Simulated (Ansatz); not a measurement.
NaHF₂ (space group R-3m, No. 166)

```
NaHF2
1.0
    1.71342     0.98925     4.57147
   -1.71342     0.98925     4.57147
    0.00000    -1.97849     4.57147
Na H F
1 1 2
Direct
  0.00000   0.00000   0.00000
  0.50000   0.50000   0.50000
  0.58279   0.58279   0.58279
  0.41721   0.41721   0.41721
```

Level of theory: r2SCAN, PAW, 500 eV (Ansatz, a quantum-chemistry and plane-wave program; no spin-orbit coupling), earlier PAW set. k-mesh 11×11×11 (Γ-centred); smearing 0.05 eV (Fermi–Dirac).

The volume per atom comes out as 11.62 Å³ and the density comes out as 2.21 g/cm³. The band gap comes out as 7.82 eV, indirect, T → Γ and the electron mass is 0.62 mₑ. The lowest conduction-band minima above the VBM is Γ 7.82 eV. The total energy comes out as -781.957 eV/atom (σ→0; compares only within this code and set-up).

Masses are band curvatures over ±0.01 Å⁻¹ around the edge. Whether these cells are dynamically stable was not tested.
